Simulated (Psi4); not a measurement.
Psi4 1.11, BP86/def2-svp: Hf(OtBu)(H)3 (CC(C)(C)[O][HfH3]), 18 atoms. The geometry is a generated start, not checked to be a minimum at this level.

task: energy
method: bp86
basis: def2-svp
memory: 3 GB
maxiter: 100
keys of the molecule block: symmetry c1
scf_type: df (default)
guess: auto, which took SAD (default)
scf_initial_accelerator: adiis (default)
e_convergence: 1e-06 (default)
d_convergence: 1e-06 (default)
dft_radial_points: 75 (default)
dft_spherical_points: 302 (default)
effective core potentials: those of the basis set, past Kr
basis functions: 162
grid points: 381337

```xyz
18

Hf     0.4651     1.6195    -1.9258
O     -0.0522     1.1434    -0.1012
C     -0.1380    -0.1208     0.4804
C      1.1119    -0.9468     0.1100
C     -0.2154     0.0215     2.0116
C     -1.4051    -0.8329    -0.0317
H      1.0372    -1.9574     0.5039
H      1.9991    -0.4731     0.5288
H      1.2143    -0.9941    -0.9792
H      0.6819     0.5126     2.3813
H     -0.3119    -0.9532     2.4831
H     -1.0725     0.6353     2.2782
H     -1.3602    -0.9305    -1.1187
H     -2.2801    -0.2403     0.2285
H     -1.5043    -1.8208     0.4134
H     -0.4965     3.1487    -2.2331
H      0.0369     0.2803    -3.1334
H      2.2897     1.9084    -1.8962
```

Charge 0 and multiplicity 1 are set for this test and not shown to be the ground state.

One run each on 2 threads. Values of diis_max_vecs tried: 3, 6, 10 (default), 20.

Q: Predict the course of the SCF iterations along this series.

A: Fewest SCF iterations, within one of each other: 6 with 11, 10 (default) with 10, 20 with 10. The count rises to 30 at 3. All converge to one solution.

```tsv
diis_max_vecs	SCF iterations	end
3	30	same solution
6	11	same solution
10 (default)	10	same solution
20	10	same solution
```
